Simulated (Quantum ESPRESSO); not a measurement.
Worked example: self-consistent single point of NiO2 (R-3m, 3 atoms in the cell) in Quantum ESPRESSO.

Level of theory: PBEsol, GBRV 1.5 ultrasoft (PBESOL) pseudopotentials (plane waves; Quantum ESPRESSO 7.5).

```
CELL_PARAMETERS angstrom
      1.36768     0.78963     4.68419
     -1.36768     0.78963     4.68419
      0.00000    -1.57926     4.68419
ATOMIC_POSITIONS crystal
  Ni 0.00000 0.00000 0.00000
  O  0.73204 0.73204 0.73204
  O  0.26796 0.26796 0.26796
```

Reference input (self-consistent single point, DFT, PBEsol, plane waves, GBRV 1.5 ultrasoft (PBESOL) pseudopotentials): ecutwfc = 50 Ry; ecutrho = 400 Ry; occupations = fixed; potentials = {Ni: ni_pbesol_v1.4.uspp.F.UPF, O: o_pbesol_v1.2.uspp.F.UPF}; K_POINTS = automatic 14 14 14 0 0 0; nbnd = 21; conv_thr = 1e-11 Ry. This run's input differs from it in these lines:

```diff
@@ -28,3 +28,3 @@
 K_POINTS automatic
-14 14 14  0 0 0
+6 6 6  0 0 0
 CELL_PARAMETERS angstrom
```

Output (repeated stretches shortened):

```
     Self-consistent Calculation

     iteration #  1     ecut=    50.00 Ry     beta= 0.70

     total energy              =    -383.18892841 Ry
     estimated scf accuracy    <      33.48083519 Ry

     iteration #  2     ecut=    50.00 Ry     beta= 0.70

     total energy              =    -402.09807957 Ry
     estimated scf accuracy    <      91.50467046 Ry

     iteration #  3     ecut=    50.00 Ry     beta= 0.70

     total energy              =    -406.82377841 Ry
     estimated scf accuracy    <      12.42867682 Ry

   [... 11 blocks of this kind left out ...]

     iteration # 15     ecut=    50.00 Ry     beta= 0.70

     total energy              =    -407.41400664 Ry
     estimated scf accuracy    <          3.5E-11 Ry

     iteration # 16     ecut=    50.00 Ry     beta= 0.70
     End of self-consistent calculation

     highest occupied, lowest unoccupied level (ev):     7.5615    8.8110

!    total energy              =    -407.41400664 Ry
     estimated scf accuracy    <          3.0E-12 Ry

     convergence has been achieved in  16 iterations

     Forces acting on atoms (cartesian axes, Ry/au):

     atom    1 type  1   force =     0.00000000    0.00000000    0.00000000
     atom    2 type  2   force =     0.00000000    0.00000000    0.03295146
     atom    3 type  2   force =     0.00000000    0.00000000   -0.03295146

     Total force =     0.046600     Total SCF correction =     0.000000

          total   stress  (Ry/bohr**3)                   (kbar)     P=      121.41
   0.00095373   0.00000000   0.00000000          140.30        0.00        0.00
   0.00000000   0.00095373   0.00000000            0.00      140.30        0.00
   0.00000000   0.00000000   0.00056855            0.00        0.00       83.64

   JOB DONE.
```

The run converged in 16 iterations. Against the reference run the free energy stays essentially unchanged (within 1 meV/atom), the pressure moves little (12.16 to 12.14 GPa), the largest force hardly changes (0.851 to 0.847 eV/Å) and the gap on the mesh goes from 1.083 to 1.250 eV.

The starting cell comes from a database of computed structures (which also holds hypothetical and non-ambient phases and stackings), without a prior relaxation at this level. Its lattice was rescaled by a random factor within 2.5 % of one. With a pressure of about 12 GPa the cell is away from its equilibrium volume at this level. Another mesh or the band path of this cell gives a smaller gap, so this value is not converged in the mesh.

Cost on one core of a shared machine: roughly 2 min.
